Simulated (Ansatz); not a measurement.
The parent structure is TiO₂ in the anatase structure (space group I4_1/amd, No. 141; a = 3.739 Å, c = 9.455 Å).

Computed with DFT with LDA, PAW potentials and a 420 eV plane-wave cutoff in Ansatz (an electronic-structure program), no spin-orbit coupling.

Strains are applied to the cell and any free atomic positions relax.

One change was made to it. Results:

```
quantity                          base    after
-----------------------------  -------  -------
band gap                       2.08 eV  2.02 eV
width of the top valence band  0.86 eV  0.75 eV
```

Question: Name the change that was made.
(A) isotropic strain +3.00 %
(B) isotropic strain +0.60 %
(C) isotropic strain +1.20 %

Answer: A, isotropic strain +3.00 %. For comparison, the band gap in the other runs: isotropic strain +1.20 % gives 2.06 eV; isotropic strain +0.60 % gives 2.07 eV.

Gaps are read on the SCF mesh and a high-symmetry path. Whether these cells are dynamically stable was not tested. The final runs are not spin-polarised.
